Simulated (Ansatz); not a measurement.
The parent structure is GaN in the zinc blende structure (space group F-43m, No. 216; a = 4.4554 Å).

Calculations: LDA/PAW in Ansatz (a first-principles code), no spin-orbit coupling.

For the base:

```
Quantity                                Value
-----------------------------  --------------
Electron mass                  0.18 mₑ (at Γ)
Band gap                              1.96 eV
Width of the top valence band         3.86 eV
```

Perturbation: the cell is scaled by 1.0250 in all directions, atoms relaxed at fixed cell.

Task: Estimate the effect on the energy relative to the base, electron mass, band gap and width of the top valence band.

Result: The energy goes up by 36 meV/atom; the electron mass becomes 0.14 mₑ (at Γ) (base: 0.18 mₑ (at Γ)); the band gap falls by 0.48 eV (1.96 eV → 1.48 eV); the width of the top valence band shrinks by 0.367 eV (3.86 eV → 3.50 eV).

The cells carry an imposed strain or load. Masses are band curvatures over ±0.01 Å⁻¹ around the edge. No phonon test of stability was made. This is not the structure that GaN has at room temperature and ambient pressure.
